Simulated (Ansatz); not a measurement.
## Defect calculation: O interstitial in metastable rock-salt TaN

Computed with PBE, PAW (plane waves to 420 eV; Ansatz, a first-principles code). Details: 64-site cell; 4×4×4 shifted k-points; start: void with 4N4Ta nearest; no spin–orbit coupling; not converged in cell size; the relaxation kept the symmetry of the starting site; relaxed from one start, so a lower configuration may exist.

Neighbours after relaxation, in Å: of the O atom: Ta 2.02, Ta 2.02, Ta 2.02, Ta 2.02.

The name describes the start; the neighbours show where the added atom ended.

```tsv
charge	moment (μB)	point group	largest move off a lattice site (Å)
0	not spin-polarised	Td	0.33
```

Point groups are those of the whole cell at tolerances of 0.03 and 0.1 Å ("near" where only the looser one holds); none is given for unsettled states.
